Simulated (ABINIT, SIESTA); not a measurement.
A SIESTA input for a self-consistent single point of Sb (R-3m, 2 atoms in the cell) (DFT, GGA PBE, numerical atomic orbitals DZP, PseudoDojo PBE standard norm-conserving potentials (rewritten from UPF to PSML)):

```
# files in the folder: Sb.psml (PseudoDojo PBE standard)
SystemName  Sb
SystemLabel Sb

NumberOfAtoms                2
NumberOfSpecies              1
%block ChemicalSpeciesLabel
  1 51 Sb
%endblock ChemicalSpeciesLabel
LatticeConstant              1.0 Bohr
%block LatticeVectors
     4.006778743    2.313313905    7.048701122
    -4.006778743    2.313313905    7.048701122
     0.000000000   -4.626629699    7.048701122
%endblock LatticeVectors
AtomicCoordinatesFormat      ScaledCartesian
%block AtomicCoordinatesAndAtomicSpecies
    -0.000000000   -0.000000507    5.672653689  1
    -0.000000000   -0.000001383   15.473449676  1
%endblock AtomicCoordinatesAndAtomicSpecies

XC.functional                GGA
XC.authors                   PBE
PAO.BasisSize                DZP
PAO.EnergyShift              0.01 Ry
MeshCutoff                   300 Ry
%block kgrid.MonkhorstPack
    8   0   0  0.0
    0   8   0  0.0
    0   0   8  0.0
%endblock kgrid.MonkhorstPack
OccupationFunction           FD
ElectronicTemperature        1578.21 K

MaxSCFIterations             150
SCF.Mixer.Method             Broyden
SCF.Mixer.Weight             0.1
SCF.Mixer.History            6
SCF.DM.Tolerance             1.0E-04
Diag.ParallelOverK           true
WriteForces                  true
Charge.Mulliken              end
```

Q: Give the ABINIT input for the same structure, mesh, smearing and functional.

A: One input that does it (others would too):

```
# Sb, PseudoDojo nc-sr-05 PBE standard
pp_dirpath "./"
pseudos "Sb.upf"
acell 3*1.0 Angstrom
rprim
         2.1202958848    1.2241531722    3.7300120747
        -2.1202958848    1.2241531722    3.7300120747
         0.0000000000   -2.4483070274    3.7300118506
natom 2
ntypat 1
znucl 51
typat 1 1
xcart
         0.0000000000   -0.0000003462    5.6726536886
         0.0000000000   -0.0000009444   15.4734496761
ecut 40
occopt 3
tsmear 0.00499791
nband 21
kptopt 1
ngkpt 8 8 8
nshiftk 1
shiftk 0 0 0
nstep 50
tolvrs 1.0e-11
prtwf 0
prtden 0
```

Basis settings and potentials, where a program has them, do not carry over. This input uses DFT, PBE, plane waves, norm-conserving pseudopotentials (PseudoDojo nc-sr-05 PBE standard).

The starting cell comes from a database of computed structures (which also holds hypothetical and non-ambient phases and stackings), without a prior relaxation at this level. Its lattice was rescaled by a random factor within 2.5 % of one. For this run, on top of that: lattice scaled by 0.98.
